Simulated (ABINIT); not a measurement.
A short convergence ladder for SnO (P4/nmm, 4 atoms in the cell)

```xyz
4
Lattice="3.7810 0.0000 0.0000 0.0000 3.7810 0.0000 0.0000 0.0000 4.8158" Properties=species:S:1:pos:R:3 pbc="T T T"
Sn     1.8905     0.0000     3.6696
Sn     0.0000     1.8905     1.1462
O      1.8905     1.8905     0.0000
O      0.0000     0.0000     0.0000
```

Base method: PBEsol, PAW (JTH v2.0 PBE PAW, files made for PBE) (plane waves; ABINIT).

Base settings: pseudos = [Sn.GGA_PBE-JTH.xml, O.GGA_PBE-JTH.xml]; ecut = 24 Ha; pawecutdg = 48 Ha; pawxcdev = 0; ixc = -116133; occopt = 3; tsmear = 0.00073499 Ha; ngkpt = 3 3 3; nshiftk = 1; shiftk = 0 0 0.

**The force threshold of a relaxation**

On SnO (P4mm, 4 atoms in the cell): one atom moved by 0.15 angstrom.

In this ladder: ionmov = 2; ntime = 40.

The mesh stays at the base's, so the ladder's end is converged at best in this setting alone.

Only quantities that move along the ladder and can be compared are tabulated; the gap is left out on so coarse a mesh.

| tolmxf | free energy less the last step's (meV/atom) | largest force left (eV/Å) | relaxation steps |
|---|---|---|---|
| 0.00389 Ha/bohr | 0.19 | 0.1117 | 4 |
| 0.00194 Ha/bohr | 0.12 | 0.0753 | 5 |
| 0.000972 Ha/bohr | 0.01 | 0.0286 | 6 |
| 0.000583 Ha/bohr | 0.01 | 0.0286 | 6 |
| 0.000389 Ha/bohr | 0.00 | 0.0077 | 7 |
| 0.000194 Ha/bohr | 0.00 | 0.0077 | 7 |
| 9.72e-05 Ha/bohr | 0.00 | 0.0004 | 8 |
| 3.89e-05 Ha/bohr | 0.00 | 0.0004 | 8 |
| 1.94e-05 Ha/bohr | 0.00 | 0.0004 | 8 |

Coarsest tolmxf that holds the free energy within 0.1 meV/atom of the last step, with all finer ones: 0.000972 Ha/bohr; the step before is off by 0.12 meV/atom.

Coarsest tolmxf that holds the largest force left within 0.01 eV/Å of the last step, with all finer ones: 0.000389 Ha/bohr; the step before is off by 0.028 eV/Å.

On the base run: the starting cell has typed, rounded lattice constants, without a prior relaxation at this level. Its lattice was rescaled by up to half a per cent. The potentials were made for another functional than the one used.
